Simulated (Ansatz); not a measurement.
The parent structure is PtTe$_{2}$ (space group P-3m1, No. 164; layered; relaxed with 0.1 eV smearing).

```xyz
3
Lattice="4.0526 0.0000 0.0000 -2.0263 3.5097 0.0000 0.0000 0.0000 5.0969" Properties=species:S:1:pos:R:3 pbc="T T T"
Te     0.0000     2.3398     1.3605
Te     2.0263     1.1699     3.7365
Pt     0.0000     0.0000     0.0000
```

Cartesian axes are those of the cell as printed.

Method: Ansatz (an electronic-structure program) PBE-D3(BJ), no spin-orbit coupling.

For the base:

The pressure comes out as 0.0 GPa.

Modification: the cell is compressed by 0.50 % along z with no lateral relaxation, atoms relaxed at fixed cell.

Question: How does this affect the pressure and energy relative to the base?

Answer: The pressure (mean of the normal stresses, compression positive) goes from zero to 0.3 GPa; the energy hardly moves.

The cells carry an imposed strain or load. Stability against distortions was not tested. The final runs are not spin-polarised.
